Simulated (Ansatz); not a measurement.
The starting structures come from a database of crystals and need not be the phases stable at ambient conditions.

By PBEsol, the system below comes out a metal.

Crystal: BW$_{2}$ (I4/mcm, not sure to be the ambient phase, 6 atoms a cell, 12.3 Å³ an atom, -5 GPa at this level); planes in its conventional cell.

These are PBEsol (plane waves, PAW; Ansatz, a program for electronic structure) values and carry that method's errors.

G/A = (e²/h) × open channels of both spins per area, as a mean over 0.1 eV about the Fermi level, without spin-orbit coupling, for the cells as given.

| plane | area (Å²) | G/A (10¹⁵ S/m²) |
|---|---|---|
| (100) | 26.5 | 0.87 |
| (001) | 31.0 | … |
| (110) | 18.8 | … |

Fill in the missing entries.


- (001), G/A (10¹⁵ S/m²): 1.1
- (110), G/A (10¹⁵ S/m²): 0.90
